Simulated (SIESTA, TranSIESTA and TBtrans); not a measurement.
Fe chain with one O atom inserted

Junction: Fe chain with one O atom inserted. Leads: straight Fe chain, spacing 2.137 Å. Geometry: 3 atoms about the centre moved by SIESTA (PBE, DZP) to a largest force of 0.03 eV/Å, all others as built, motion along the axis alone. Transport runs along z; the first 6 and the last 6 of the 21 atoms are the lead cells, repeated to infinity.

```xyz
21
Lattice="9.000 0.000 0.000 0.000 9.000 0.000 0.000 0.000 44.153" Properties=species:S:1:pos:R:3 pbc="F F T"
Fe     4.500     4.500     0.000
Fe     4.500     4.500     2.137
Fe     4.500     4.500     4.274
Fe     4.500     4.500     6.411
Fe     4.500     4.500     8.548
Fe     4.500     4.500    10.685
Fe     4.500     4.500    12.822
Fe     4.500     4.500    14.959
Fe     4.500     4.500    17.096
Fe     4.500     4.500    19.250
O      4.500     4.500    21.012
Fe     4.500     4.500    22.771
Fe     4.500     4.500    24.920
Fe     4.500     4.500    27.057
Fe     4.500     4.500    29.194
Fe     4.500     4.500    31.331
Fe     4.500     4.500    33.468
Fe     4.500     4.500    35.605
Fe     4.500     4.500    37.742
Fe     4.500     4.500    39.879
Fe     4.500     4.500    42.016
```
Starting moments (μB): atom 7 +3.2, atom 8 +3.2, atom 9 +3.2, atom 10 +3.2, atom 11 +0.5, atom 12 +3.2, atom 13 +3.2, atom 14 +3.2, atom 15 +3.2; lead atoms +3.2 (left) and +3.2 (right).

TranSIESTA and TBtrans, PBE, DZP numerical orbitals (energy shift 0.15 eV), PseudoDojo norm-conserving scalar-relativistic potentials, mesh cutoff 200 Ry, 300 K, spin-polarised (collinear), no spin-orbit coupling; self-consistent non-equilibrium Green functions.

| Property | Result |
|---|---|
| Conductance at 300 K (G0 = 2e²/h) | 0.95 |
| Mean T from −0.5 to 0.5 eV | 0.96 |
| Spin polarisation of the conductance, (up − down)/(up + down) | -0.65 |

Energies count from the leads' Fermi level. Transmissions are for each spin. The energy step is 0.01 eV; narrower resonances are cut or missed.

```csv
E (eV),T up,T down,lead channels up,down
-2.00,2.70,0.12,4,1
-1.90,2.75,0.12,4,1
-1.80,2.77,0.12,4,1
-1.70,2.78,0.11,4,1
-1.60,2.79,0.11,4,band edge
-1.50,2.78,0.18,4,3
-1.40,2.77,0.31,4,3
-1.30,2.75,0.45,4,3
-1.20,2.70,0.61,4,band edge
-1.10,2.60,0.84,4,4
-1.00,2.22,1.08,3,4
-0.90,0.65,1.29,1,4
-0.80,0.56,1.47,1,4
-0.70,0.50,1.60,1,4
-0.60,0.46,1.68,1,4
-0.50,0.43,1.71,1,4
-0.40,0.40,1.70,1,4
-0.30,0.38,1.67,1,4
-0.20,0.36,1.63,1,4
-0.10,0.35,1.60,1,4
0.00,0.33,1.57,1,4
0.10,0.31,1.55,1,4
0.20,0.30,1.53,1,band edge
0.30,0.29,1.52,1,band edge
0.40,0.27,1.52,1,6
0.50,0.26,1.52,1,6
0.60,0.25,1.51,1,6
0.70,0.24,1.51,1,band edge
0.80,0.23,1.49,1,band edge
0.90,0.22,1.46,1,4
1.00,0.25,1.41,3,4
1.10,0.27,1.34,3,4
1.20,0.29,1.24,3,4
1.30,0.31,1.09,3,4
1.40,0.33,0.87,3,4
1.50,0.34,0.61,3,2
1.60,0.35,0.58,3,2
1.70,0.35,0.55,3,2
1.80,0.36,0.53,3,2
1.90,0.36,0.49,3,2
2.00,0.36,0.43,3,2
```

The magnetic order of the leads was set by the start, and no other order was tried; the separate lead runs end at 3.32 (left) and 3.32 (right) μB an atom. The straight chain is held at its spacing; free chains may zigzag or dimerise.
